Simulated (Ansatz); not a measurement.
Li2O: C on a O site, symmetric start

Take an 18-atom supercell of Li₂O in the anti-fluorite structure (space group Fm-3m, No. 225; a = 4.580 Å) at its relaxed geometry as the base.

Perturbation: one O atom is replaced by C, atoms relaxed at fixed cell.

The values are results of PBEsol (Ansatz, a first-principles code), no SOC, not measurements. Settings: 5×5×5 k-points, 0.01 eV Fermi–Dirac smearing.

* **Pressure**: 5.3 GPa (base 0.0 GPa)
* **Gap of the supercell**: 0.15 eV (base 4.88 eV)
* **Total moment of the cell**: 2.0 μB
* **Largest displacement of a host atom from its site in the perfect cell**: 0.10 Å
* **Mean distance from the defect site to its nearest host atoms**: 2.08 Å (base 1.98 Å)

Cost of the whole job for the changed cell (relaxation, final SCF and bands): very roughly 7 core-minutes.

Other magnetic orders, which the real material may have, were not ruled out. In so small a cell the defect repeats every few ångströms: this is an ordered compound, not a dilute defect. The defect started on the symmetric site and kept its symmetry, so it may sit on a saddle. The defect cell is spin-polarised and ends with 2.0 μB.
